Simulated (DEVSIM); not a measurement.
Structure: Si p+/n-/n+ power diode, at 300 K.

```
layer (left to right)  material  thickness (μm)  Nd (cm⁻³)  Na (cm⁻³)  τn (s)  τp (s)
---------------------  --------  --------------  ---------  ---------  ------  ------
1                            Si            4.70          -     5.4e18  0.0001  0.0001
2                            Si            5.90     4.5e14          -  0.0001  0.0001
3                            Si            5.10     3.4e18          -  0.0001  0.0001
```

Left contact: ohmic. Right contact: ohmic. Voltage is applied to the left contact. Recombination: SRH at mid-gap, Auger. Mobility is constant in doping.

This is a model device: material constants are rounded textbook-type values typed into the input, and sizes, dopings and lifetimes were drawn at random. Values at 300 K.

```tsv
parameter	Si
gap (eV)	1.124
affinity (eV)	4.05
permittivity	11.7
Nc (cm⁻³)	2.86e19
Nv (cm⁻³)	3.1e19
μn (cm²/Vs)	1417
μp (cm²/Vs)	470
Cn (cm⁶/s)	2.8e-31
Cp (cm⁶/s)	9.9e-32
```

Model (solved in DEVSIM): 1D drift-diffusion, Boltzmann statistics, complete ionisation; no tunnelling, impact ionisation, image-force lowering or self-heating.

Task: Give the small-signal capacitance in reverse bias (quasi-static).

Result: 
```json
[
 {"V (V)": "-1", "C (nF/cm²)": "4.81"},
 {"V (V)": "-2.5", "C (nF/cm²)": "3.45"},
 {"V (V)": "-5", "C (nF/cm²)": "2.57"},
 {"V (V)": "-7.5", "C (nF/cm²)": "2.14"},
 {"V (V)": "-10", "C (nF/cm²)": "1.89"},
 {"V (V)": "-15", "C (nF/cm²)": "1.78"},
 {"V (V)": "-20", "C (nF/cm²)": "1.77"},
 {"V (V)": "-25", "C (nF/cm²)": "1.76"},
 {"V (V)": "-32.5", "C (nF/cm²)": "1.76"},
 {"V (V)": "-40", "C (nF/cm²)": "1.76"},
 {"V (V)": "-50", "C (nF/cm²)": "1.76"}
]
```
